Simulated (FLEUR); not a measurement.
Worked example: self-consistent single point of LaGePd (C2/m, 6 atoms in the cell) in FLEUR.

Method: PBEsol, all-electron FLAPW (FLEUR), scalar-relativistic valence.

The change in words: lattice scaled by 0.98. Reference geometry:
```xyz
6
Lattice="5.2734 -2.2844 0.0000 5.2734 2.2844 0.0000 -5.2711 0.0000 5.5782" Properties=species:S:1:pos:R:3 pbc="T T T"
La     1.1984     0.0000     3.9383
La     4.0773     0.0000     1.6399
Ge     1.1117     0.0000     0.6177
Ge     4.1640     0.0000     4.9605
Pd     7.1232     0.0000     1.5513
Pd    -1.8475     0.0000     4.0268
```

Reference input (self-consistent single point, DFT, PBEsol, all-electron FLAPW (FLEUR), scalar-relativistic valence): Kmax = 4.4 1/bohr; GmaxXC = 17.6 1/bohr; xcFunctional = PBEs; jspins = 1; l_soc = F; mode = gauss; fermiSmearingEnergy = 0.00499791 Htr; mesh (inpgen div1-3) = 5 5 3; inpgen gamma flag = false; Gmax = 17.6 1/bohr; numbands = 0; maxIterBroyd = 99. This run's input differs from it in these lines:

```diff
@@ -3,5 +3,5 @@
 &input film=f /
-5.2734050000 -2.2844250000 -0.0000000000
-5.2734050000 2.2844250000 -0.0000000000
--5.2710970000 -0.0000000000 5.5781810000
+5.1679370000 -2.2387360000 -0.0000000000
+5.1679370000 2.2387360000 -0.0000000000
+-5.1656750000 0.0000000000 5.4666170000
 1.8897261246
@@ -48,5 +48,5 @@
          <bravaisMatrix>
-            <row-1>    9.9652911940962632    -4.3169376021893546     0.0000000000000000</row-1>
-            <row-2>    9.9652911940962632     4.3169376021893546     0.0000000000000000</row-2>
-            <row-3>   -9.9609297062006856     0.0000000000000000    10.5412343634473515</row-3>
+            <row-1>    9.7659855591869498    -4.2305979052825053     0.0000000000000000</row-1>
+            <row-2>    9.7659855591869498     4.2305979052825053     0.0000000000000000</row-2>
+            <row-3>   -9.7617109986931041     0.0000000000000000    10.3304089580824776</row-3>
          </bravaisMatrix>
```

The program printed (abridged):

```
 Iteration:     1   Distance:      10.56814564 me/bohr^3
 Iteration:     2   Distance:       8.02244615 me/bohr^3
 Iteration:     3   Distance:       4.09321817 me/bohr^3
 Iteration:     4   Distance:       3.47138765 me/bohr^3
 Iteration:     5   Distance:       2.14097729 me/bohr^3
   [... 11 lines left out ...]
 Iteration:    17   Distance:       0.00013931 me/bohr^3
 Iteration:    18   Distance:       0.00010118 me/bohr^3
 Iteration:    19   Distance:       0.00002187 me/bohr^3
 Iteration:    20   Distance:       0.00000760 me/bohr^3
 Reset of history
 Run finished successfully
 Stop message:
   Structural relaxation: new displacements generated

[file out, last iteration]
             iter=     21
[...]
          total density-effective poten   -5.1881531831E+04
          total charge density-energy d   -8.4178317171E+02
 Updated energy parameters for spin:           1
[...]
 fermi energy and band-weighting factors:
   [... 5 lines left out ...]

[...]
FERMIE:
          first approx. to ef    (T=0)  :   0.433883 htr   (energy of the highest occ. eigenvalue)
          number of occ. states  (T=0)  :        983
          first approx. to seigv (T=0)  : -20.370597 htr
          sum of weights of occ. states :  41.026667
          sum of semicore charge        :   0.000000 e
          fermi energy=   0.43420 har   work function= -11.81520 ev
   [... lines left out ...]
          total moment                 =     0.00000
 Direct bandgap for spin            1 :    3.4180692972903826E-003  Htr
 ---->    free energy=                    -31273.3620621622 htr
   [... lines left out ...]
 TOTAL FORCE FOR ATOM TYPE=  1  X= 11.981   Y=  0.000   Z= -3.037
                       FX_TOT= 0.000450 FY_TOT= 0.000000 FZ_TOT=-0.002135
 TOTAL FORCE FOR ATOM TYPE=  2  X=  2.059   Y=  0.000   Z=  1.144
                       FX_TOT= 0.000165 FY_TOT= 0.000000 FZ_TOT=-0.000569
 TOTAL FORCE FOR ATOM TYPE=  3  X= -6.340   Y=  0.000   Z=  2.873
                       FX_TOT= 0.001400 FY_TOT= 0.000000 FZ_TOT= 0.003579
```

The run converged in 20 iterations. FLEUR gives forces in its relaxation mode, with a further iteration, so its stop message speaks of a relaxation. Against the reference run the total energy falls by 6.4 meV/atom and the largest force goes from 0.089 to 0.198 eV/Å.

The starting cell comes from a database of computed structures (which also holds hypothetical and non-ambient phases and stackings), without a prior relaxation at this level. For this run, on top of that: lattice scaled by 0.98. Spin polarisation is off. Values depend on the basis (sphere radii, cutoffs, local orbitals), which need not be converged. The log's line on a gap gives a spacing of levels on this mesh, which the program prints for metals too.

Cost on one core of a shared machine: roughly 8 min.
